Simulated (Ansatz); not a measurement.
Take InAgTe₂ in the chalcopyrite structure (space group I-42d, No. 122; a = 6.569 Å, c = 12.999 Å) as the base. Axes: x, y, z lie along a, b, c of the conventional cell.

Computed with Kohn–Sham DFT with the PBE functional, run in Ansatz (an electronic-structure program) with PAW and 420 eV plane waves, spin-orbit coupling left out.

Before the change:

```
Property           Result
---------------  --------
Volume per atom  35.06 Å³
```

The change: compressive biaxial strain of 3.00 % in the plane normal to [001], as in epitaxy on a mismatched substrate; the out-of-plane cell vector and the atoms relax.

Task: How does this affect the volume per atom and energy relative to the base?

Result: The volume per atom falls by 0.771 Å³, from 35.06 Å³ to 34.28 Å³; the energy goes up by 7.8 meV/atom.

Whether these cells are dynamically stable was not tested. The final runs are not spin-polarised.
